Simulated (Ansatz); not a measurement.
Consider Mo in the simple cubic structure (space group Pm-3m, No. 221; a = 2.572 Å; a hypothetical phase, not in the database extracts checked; relaxed with 0.1 eV smearing). Axes: x, y, z lie along the cube axes.

The values are results of PBEsol, PAW, 420 eV (Ansatz, a first-principles code; no SOC), not measurements.

One thing is altered: an isotropic linear strain of +1.04 %; the atoms relax in the strained cell.

Question: Predict the stress tensor and what it implies for the stiffness.

Answer: Stress of the strained cell less that of the base (GPa, compression positive):
```
   -6.0     0.0     0.0
    0.0    -6.0     0.0
    0.0     0.0    -6.0
```

Then B = −ΔP/(ΔV/V₀) with ΔV/V₀ = 0.0315 gives secant stiffness values (nonlinear terms included at this strain): B ≈ 192 GPa.

As a check, the harmonic strain energy −½ V₀ Δσ:ε is 10 meV/atom; the computed energy rise is 10 meV/atom.

No phonon test of stability was made. All final runs are without spin polarisation.
